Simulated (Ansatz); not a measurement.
**Converging the k-point mesh: GaGeTe (R3m, 6 atoms in the cell)**

```
GaGeTe
1.0
    2.02998     1.17201    11.96889
   -2.02998     1.17201    11.96889
    0.00000    -2.34402    11.96889
Ga Ge Te
2 2 2
Direct
  0.25598   0.25598   0.25598
  0.74541   0.74541   0.74541
  0.32224   0.32224   0.32224
  0.67776   0.67776   0.67776
  0.11363   0.11363   0.11363
  0.88637   0.88637   0.88637
```

Level of theory: PBEsol, default PAW files made with PBE (plane waves; Ansatz, a quantum-chemistry and plane-wave program).

Base settings: basis.ecutwfc = 420 eV; kpoints.mp_grid.grid = 5 5 5; hamiltonian.xc = pbesol; hamiltonian.pseudopotentials = {kind: paw} (the program's default PAW files); scf.occupations.method = gaussian; scf.occupations.width = 0.05 eV.

The second cell is the first with its lattice scaled by 0.98.

Only quantities that move along the ladder and can be compared are tabulated.

The count of work is k-points × plane waves × bands × iterations; it is no time. Core times come from one kind of shared machine, to one figure; runs under 30 s give none.

The starting cell comes from a database of computed structures (which also holds hypothetical and non-ambient phases and stackings), without a prior relaxation at this level. Its lattice was rescaled by up to half a per cent. One atom was moved a little off its site on purpose. Ansatz's pressure includes its estimate of the finite-basis (Pulay) stress.

Steps (kpoints.mp_grid.grid): 2 2 2; 3 3 3; 4 4 4; 5 5 5; 6 6 6; 7 7 7; 8 8 8; 9 9 9; 10 10 10; 11 11 11; 14 14 14; 15 15 15; 18 18 18.

Problem. What is the coarsest kpoints.mp_grid.grid that holds the energy of the compressed cell less the first within 0.2 meV/atom of the last step, with all finer ones?

Solution. 7 7 7, at 0.076 of the last step's count of work and about 0.09 of the last step's time; the step before is off by 0.45 meV/atom.

Problem. What is the coarsest kpoints.mp_grid.grid that holds the free energy within 5 meV/atom of the last step, with all finer ones?

Solution. 7 7 7, at 0.076 of the last step's count of work and about 0.09 of the last step's time; the step before is off by 6.3 meV/atom.

Problem. What is the coarsest kpoints.mp_grid.grid that holds the pressure within 0.1 GPa of the last step, with all finer ones?

Solution. 6 6 6, at 0.055 of the last step's count of work; the step before is off by 0.13 GPa.

```tsv
kpoints.mp_grid.grid	free energy less the last step's (meV/atom)	energy of the compressed cell less the first (meV/atom)	pressure (GPa)	largest difference of a force vector from the last step's (eV/Å)	count of work / last	core time / last (rough)
2 2 2	575.39	57.81	3.71	0.252	0.0078	–
3 3 3	140.29	27.01	0.88	0.103	0.010	–
4 4 4	42.94	19.01	0.14	0.054	0.022	–
5 5 5	15.90	16.80	-0.05	0.022	0.033	–
6 6 6	6.26	15.88	-0.14	0.009	0.055	–
7 7 7	2.66	15.58	-0.16	0.005	0.076	0.09
8 8 8	1.23	15.47	-0.18	0.002	0.11	0.1
9 9 9	0.60	15.43	-0.18	0.001	0.15	0.1
10 10 10	0.30	15.42	-0.18	0.001	0.20	0.2
11 11 11	0.16	15.42	-0.18	0.000	0.25	0.3
14 14 14	0.03	15.42	-0.18	0.000	0.50	0.5
15 15 15	0.01	15.43	-0.18	0.000	0.59	0.6
18 18 18	0.00	15.43	-0.18	0.000	1.0	1
```

The energy difference between the two cells stays within 1 meV/atom of the last step's from 6 6 6 on, the total only from 9 9 9 on: much of the error is common to both cells and cancels.

Keys are those of Ansatz 0.2.
